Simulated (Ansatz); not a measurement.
Density of states of RbCl (Fm-3m) below the valence band maximum, Ansatz (an electronic-structure program) with PBEsol, rigid bands; cell volume 70.0 Å³.

```
energy from edge (eV)  10⁻³ states/eV/cell
---------------------  -------------------
0.006                                  865
0.031                                 2180
0.056                                 3460
0.081                                 5280
0.106                                10200
0.131                                10600
0.156                                11200
0.181                                11900
0.206                                12700
0.231                                14000
0.256                                16000
0.281                                20500
0.319                                20100
0.344                                17300
0.369                                 1920
0.394                                 2180
0.419                                 2480
0.444                                 2890
0.469                                 3700
0.494                                 4020
0.519                                 4280
0.544                                 4750
0.569                                 6040
0.594                                 5780
```

What effective density of states at 300 K does this give (∫ g(E) exp(−E/k_BT) dE, both spins, divided by the cell's size)?

7.4e20 cm⁻³, a density-of-states mass of 9.6 mₑ, valleys and band degeneracy included.

Spin-orbit coupling is left out; where it splits the top of the valence band, N_v and the p-type Seebeck coefficient come out somewhat high without it. Geometry: cell and atoms relaxed with PBEsol.
